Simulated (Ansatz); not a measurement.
# GaP under a change: P → Mo

Take GaP in the zinc blende structure (space group F-43m, No. 216; a = 5.452 Å) as the base.

Now apply this change: full substitution P → Mo, then cell and atoms are relaxed.

Method: r2SCAN (Ansatz, a quantum-chemistry and plane-wave program, PAW, scalar-relativistic without spin-orbit coupling), earlier PAW set. k-mesh 14×14×14 (Γ-centred); smearing 0.05 eV (Fermi–Dirac), for the changed cell.

| quantity | base | changed | shift |
|---|---|---|---|
| volume per atom | 20.25 Å³ | 22.72 Å³ | +2.463 Å³ |
| lattice parameter a | 5.452 Å | 5.664 Å | +0.2126 Å |
| space group | F-43m (No. 216) | F-43m (No. 216) | – |
| shortest interatomic distance | 2.361 Å | 2.453 Å | +0.092 Å |
| band gap | 1.85 eV | zero | – |

Cost of the whole job for the changed cell (relaxation, final SCF and bands): around 110 core-seconds (rough).

Stability against distortions was not tested. As relaxed here, GaMo is a hypothetical phase, not in the database extracts checked. The final runs are not spin-polarised. An odd electron count without spin: GaMo. GaMo has a high density of states at the Fermi level and may be magnetic at this level.
